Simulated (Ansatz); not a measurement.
Start from LiNbO3 (space group R3c, No. 161).

```yaml
crystal:
  lattice:
    - [2.56838, 1.48285, 4.62904]
    - [-2.56838, 1.48285, 4.62904]
    - [0.00000, -2.96571, 4.62904]
  atoms:
    - { symbol: Li, position: [0.70208, 0.70208, 0.70208] }
    - { symbol: Li, position: [0.20208, 0.20208, 0.20208] }
    - { symbol: Nb, position: [0.98410, 0.98410, 0.98410] }
    - { symbol: Nb, position: [0.48410, 0.48410, 0.48410] }
    - { symbol: O, position: [0.62226, 0.87652, 0.26475] }
    - { symbol: O, position: [0.87652, 0.26475, 0.62226] }
    - { symbol: O, position: [0.26475, 0.62226, 0.87652] }
    - { symbol: O, position: [0.76475, 0.37652, 0.12226] }
    - { symbol: O, position: [0.37652, 0.12226, 0.76475] }
    - { symbol: O, position: [0.12226, 0.76475, 0.37652] }
```

Cartesian axes are those of the cell as printed.

Computed with DFT with r2SCAN, PAW potentials and a 500 eV plane-wave cutoff in Ansatz (a first-principles code), no spin-orbit coupling, earlier PAW set.

Strains are applied to the cell and any free atomic positions relax.

One change was made to it. Results:

The pressure (mean of the normal stresses, compression positive) goes from zero to -32.6 kbar; the energy grows by 3.4 meV/atom.

Task: Name the change that was made.
A. isotropic strain +1.02 %
B. uniaxial strain ε_zz = +0.31 %
C. uniaxial strain ε_yy = +5.37 %
D. uniaxial strain ε_yy = −4.19 %

Result: A, isotropic strain +1.02 %. For comparison, the energy relative to the base in the other runs: uniaxial strain ε_yy = −4.19 % gives +13 meV/atom; uniaxial strain ε_yy = +5.37 % gives +17 meV/atom; uniaxial strain ε_zz = +0.31 % gives +0.1 meV/atom.

No phonon test of stability was made.
